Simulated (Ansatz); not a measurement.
A computed series for hypothetical rock salt BAs: response to strain

Start from BAs in the rock salt structure (space group Fm-3m, No. 225; a = 4.6143 Å; a hypothetical phase, not in the database extracts checked; relaxed with 0.1 eV smearing). Axes: x, y, z lie along the cube axes.

Strains are applied to the cell and any free atomic positions relax; under biaxial strain the out-of-plane vector relaxes too.

The values are results of PBE (Ansatz, a quantum-chemistry and plane-wave program, PAW, scalar-relativistic without spin-orbit coupling), not measurements.

Candidates:
(a) biaxial strain +2.14 %, plane normal [001], relaxed out of plane
(b) isotropic strain −3.82 %
(c) biaxial strain +1.08 %, plane normal [110], relaxed out of plane
(d) tensor shear ε_xz = +3.69 %
(e) uniaxial strain ε_zz = +0.28 %

Notes on the quantities. energy relative to the base: free energy F.

Problem. Order them by energy relative to the base, highest first.

Solution. (b) isotropic strain −3.82 % (+74 meV/atom), (d) tensor shear ε_xz = +3.69 % (+13 meV/atom), (a) biaxial strain +2.14 %, plane normal [001], relaxed out of plane (+7.8 meV/atom), (c) biaxial strain +1.08 %, plane normal [110], relaxed out of plane (+2.1 meV/atom), (e) uniaxial strain ε_zz = +0.28 % (+0.1 meV/atom)

A biaxial case was relaxed in a doubled cell and then solved in the primitive one. Whether these cells are dynamically stable was not tested. All final runs are without spin polarisation.
